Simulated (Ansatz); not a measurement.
Habitual settings against a tight run: LiNbO3 (R3c, 10 atoms in the cell)

Self-consistent single point.

```yaml
crystal:
  lattice:
    - [2.58139, 1.49036, 4.54482]
    - [-2.58139, 1.49036, 4.54482]
    - [0.00000, -2.98073, 4.54482]
  atoms:
    - { symbol: Li, position: [0.28750, 0.28750, 0.28750] }
    - { symbol: Li, position: [0.78750, 0.78750, 0.78750] }
    - { symbol: Nb, position: [0.01280, 0.01280, 0.01280] }
    - { symbol: Nb, position: [0.51280, 0.51280, 0.51280] }
    - { symbol: O, position: [0.74643, 0.14093, 0.36263] }
    - { symbol: O, position: [0.36263, 0.74643, 0.14093] }
    - { symbol: O, position: [0.14093, 0.36263, 0.74643] }
    - { symbol: O, position: [0.86263, 0.64093, 0.24643] }
    - { symbol: O, position: [0.24643, 0.86263, 0.64093] }
    - { symbol: O, position: [0.64093, 0.24643, 0.86263] }
```

Method: PBE, PAW files (plane waves; Ansatz, a first-principles code).

Base settings: basis.ecutwfc = 420 eV; kpoints.mp_grid.grid = 8 8 8; hamiltonian.xc = pbe; hamiltonian.pseudopotentials = {kind: paw} (the program's default PAW files); scf.occupations.method = gaussian; scf.occupations.width = 0.272 eV.

Tight run (finer mesh or higher cutoff; not a proven limit): basis.ecutwfc: 420 eV → 590 eV; kpoints.mp_grid.grid: 8 8 8 → 11 11 11; scf.convergence.dr2_threshold: default (1e-07 eV) → 1e-09 eV. It gave top of the valence band (on the code's own zero) 7.51 eV; gap on the k-point mesh 3.21 eV; pressure 12.37 GPa; largest force (vector length) 0.867 eV/Å.

Quick runs, as changes from the base:
- A: the base itself
- B: basis.ecutwfc: 420 eV → 295 eV; kpoints.mp_grid.grid: 8 8 8 → 4 4 4; scf.occupations.method: gaussian → fermi_dirac; scf.occupations.width: 0.272 eV → 0.136 eV
- C: basis.ecutwfc: 420 eV → 250 eV; kpoints.mp_grid.grid: 8 8 8 → 6 6 6; hamiltonian.xc: pbe → lda; kpoints.mp_grid.shift: default → 0.5 0.5 0.5; scf.convergence.dr2_threshold: default (1e-07 eV) → 0.001 eV [LDA (PW92)]
- D: basis.ecutwfc: 420 eV → 295 eV; kpoints.mp_grid.shift: default → 0.5 0.5 0.5
- E: basis.ecutwfc: 420 eV → 210 eV; kpoints.mp_grid.grid: 8 8 8 → 4 4 4; kpoints.mp_grid.shift: default → 0.5 0.5 0.5
- F: basis.ecutwfc: 420 eV → 210 eV; kpoints.mp_grid.grid: 8 8 8 → 2 2 2

Dashes: energy of C, another energy zero.

Gaps are read on each run's own mesh, which may miss the band edges.

† marks runs with another functional, U, potentials or spin treatment: their distance from the tight run is not a convergence error alone.

The count of work is k-points × plane waves × bands × iterations; it is no time. 

Pressures in the table are Ansatz's without its Pulay estimate, at a fixed set of plane waves; the tight run's value above holds the estimate.

The starting cell was generated: these elements placed on a structure prototype, without a prior relaxation; it need not be a known phase or ordering of this composition. Its lattice was rescaled by a random factor within 2.5 % of one. In the base run, with a pressure of about 12 GPa the cell is away from its equilibrium volume at this level.

| run | energy less tight (meV/atom) | pressure less tight (GPa) | largest miss in a force vector (eV/Å) | gap on the mesh less tight (eV) | count of work / tight |
|---|---|---|---|---|---|
| A | 2.0 | -0.34 | 0.002 | -0.003 | 0.21 |
| B | 239.1 | -23.06 | 0.071 | 0.009 | 0.026 |
| C† | – | -80.85 | 0.511 | 0.059 | 0.032 |
| D | 237.0 | -22.91 | 0.069 | 0.040 | 0.12 |
| E | 2702.4 | -154.26 | 1.450 | 0.018 | 0.012 |
| F | 2756.8 | -155.77 | 0.772 | -0.170 | 0.0046 |

Among the runs at the tight run's level, the energy misses run from 2.0 to 2756.8 meV/atom.

Keys are those of Ansatz 0.2.
